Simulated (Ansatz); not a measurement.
Take CdGeAs$_{2}$ in the chalcopyrite structure (space group I-42d, No. 122) as the base.

```yaml
crystal:
  lattice:
    - [-3.02384, 3.02384, 5.74418]
    - [3.02384, -3.02384, 5.74418]
    - [3.02384, 3.02384, -5.74418]
  atoms:
    - { symbol: Cd, position: [0.00000, 0.00000, 0.00000] }
    - { symbol: Cd, position: [0.75000, 0.25000, 0.50000] }
    - { symbol: Ge, position: [0.50000, 0.50000, 0.00000] }
    - { symbol: Ge, position: [0.25000, 0.75000, 0.50000] }
    - { symbol: As, position: [0.87500, 0.84828, 0.47328] }
    - { symbol: As, position: [0.15172, 0.62500, 0.02672] }
    - { symbol: As, position: [0.37500, 0.40172, 0.52672] }
    - { symbol: As, position: [0.59828, 0.12500, 0.97328] }
```

Cartesian axes are those of the cell as printed.

All numbers come from plane-wave PAW DFT at the PBE level (Ansatz, a first-principles code, 420 eV), spin-orbit coupling left out.

Base values:

* **Shortest interatomic distance**: 2.484 Å

One thing is altered: uniaxial strain ε_zz = −2.25 %, all other strain components held at zero, atoms relaxed at fixed cell.

Problem. What does the calculation give for the shortest interatomic distance after the change?

Solution. The shortest interatomic distance decreases by 0.0195 Å to 2.465 Å.

Problem. What happens to the energy relative to the base?

Solution. The energy rises by 3.0 meV/atom.

Problem. Predict the new stress.

Solution. The stress (xx, yy, zz, yz, xz, xy; compression positive) amounts to (0.99, 0.99, 1.64, 0.00, 0.00, 0.00) GPa.

Stability against distortions was not tested.
